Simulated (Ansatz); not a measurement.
**Convergence study of the plane-wave cutoff for Sb (Pm-3m, 1 atom in the cell)**

```
Sb
1.0
    3.07409     0.00000     0.00000
    0.00000     3.07409     0.00000
    0.00000     0.00000     3.07409
Sb
1
Direct
  0.00000   0.00000   0.00000
```

Computed with PBEsol, PAW files made with PBE (plane waves; Ansatz, a quantum-chemistry and plane-wave program).

Base settings: basis.ecutwfc = 420 eV; kpoints.mp_grid.grid = 11 11 11; hamiltonian.xc = pbesol; hamiltonian.pseudopotentials = {kind: paw} (the program's default PAW files); scf.occupations.method = gaussian; scf.occupations.width = 0.1 eV.

The second cell is the first with its lattice scaled by 0.98.

The mesh stays at the base's, so the ladder's end is converged at best in this setting alone.

The first pressure column holds Ansatz's estimate of the finite-basis (Pulay) stress, which hides part of the cutoff error; the other is without it.

Only quantities that move along the ladder and can be compared are tabulated.

The count of work is k-points × plane waves × bands × iterations; it is no time. 

The starting cell comes from a database of computed structures (which also holds hypothetical and non-ambient phases and stackings), without a prior relaxation at this level. Its lattice was rescaled by up to half a per cent.

Steps (basis.ecutwfc): 145 eV; 170 eV; 190 eV; 210 eV; 230 eV; 250 eV; 295 eV; 335 eV; 380 eV; 420 eV; 460 eV; 505 eV; 565 eV; 630 eV; 735 eV; 840 eV; 1010 eV.

Problem. What is the coarsest basis.ecutwfc that holds the energy of the compressed cell less the first within 1 meV/atom of the last step, with all finer ones?

Solution. 295 eV, at 0.14 of the last step's count of work; the step before is off by 14 meV/atom.

Problem. What is the coarsest basis.ecutwfc that holds the pressure without the Pulay estimate within 0.1 GPa of the last step, with all finer ones?

Solution. 380 eV, at 0.22 of the last step's count of work; the step before is off by 0.29 GPa.

Problem. What is the coarsest basis.ecutwfc that holds the free energy within 2 meV/atom of the last step, with all finer ones?

Solution. 380 eV, at 0.22 of the last step's count of work; the step before is off by 4.8 meV/atom.

| basis.ecutwfc | free energy less the last step's (meV/atom) | energy of the compressed cell less the first (meV/atom) | pressure (GPa) | pressure without the Pulay estimate (GPa) | count of work / last |
|---|---|---|---|---|---|
| 145 eV | 38532.72 | 223.01 | 5.80 | -847.43 | 0.068 |
| 170 eV | 13733.97 | -55.66 | -7.36 | -357.75 | 0.070 |
| 190 eV | 6118.37 | -130.90 | -3.75 | -179.13 | 0.081 |
| 210 eV | 2588.29 | 19.13 | 1.90 | -85.58 | 0.097 |
| 230 eV | 1051.29 | 42.33 | 0.83 | -39.90 | 0.12 |
| 250 eV | 406.34 | 28.07 | 0.20 | -18.08 | 0.12 |
| 295 eV | 40.58 | 14.00 | -0.48 | -2.86 | 0.14 |
| 335 eV | 4.84 | 14.43 | -0.46 | -0.74 | 0.21 |
| 380 eV | 1.21 | 14.58 | -0.44 | -0.47 | 0.22 |
| 420 eV | 0.71 | 14.56 | -0.44 | -0.46 | 0.28 |
| 460 eV | 0.38 | 14.54 | -0.45 | -0.46 | 0.29 |
| 505 eV | 0.23 | 14.53 | -0.45 | -0.45 | 0.35 |
| 565 eV | 0.12 | 14.53 | -0.45 | -0.45 | 0.43 |
| 630 eV | 0.05 | 14.53 | -0.45 | -0.45 | 0.49 |
| 735 eV | 0.02 | 14.53 | -0.45 | -0.45 | 0.65 |
| 840 eV | 0.01 | 14.52 | -0.45 | -0.45 | 0.75 |
| 1010 eV | 0.00 | 14.52 | -0.45 | -0.45 | 1.0 |

The energy difference between the two cells stays within 1 meV/atom of the last step's from 295 eV on, the total only from 420 eV on: much of the error is common to both cells and cancels.

At the lowest cutoff the pressure without the Pulay estimate lies 847 GPa under the last step's, the usual sign of Pulay stress in an incomplete plane-wave basis.

Keys are those of Ansatz 0.2.
